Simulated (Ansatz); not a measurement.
The reference is SnTe in the rock salt structure (space group Fm-3m, No. 225; a = 6.235 Å). Axes: x, y, z lie along the cube axes.

The values are results of Ansatz (an electronic-structure program) LDA, without spin-orbit coupling, not measurements.

Perturbation: the cell is stretched by 3.00 % along z with no lateral relaxation, atoms relaxed at fixed cell.

Task: Predict the stress tensor and what it implies for the stiffness.

Result: Stress of the strained cell less that of the base (GPa, compression positive):
```
  -0.09    0.00    0.00
   0.00   -0.09    0.00
   0.00    0.00   -3.66
```

Then −Δσ_ii/ε with ε = 0.0300 gives secant stiffness values (nonlinear terms included at this strain): C33 ≈ 122 GPa.

As a check, the harmonic strain energy −½ V₀ Δσ:ε is 10 meV/atom; the computed energy rise is 11 meV/atom.

No phonon test of stability was made.
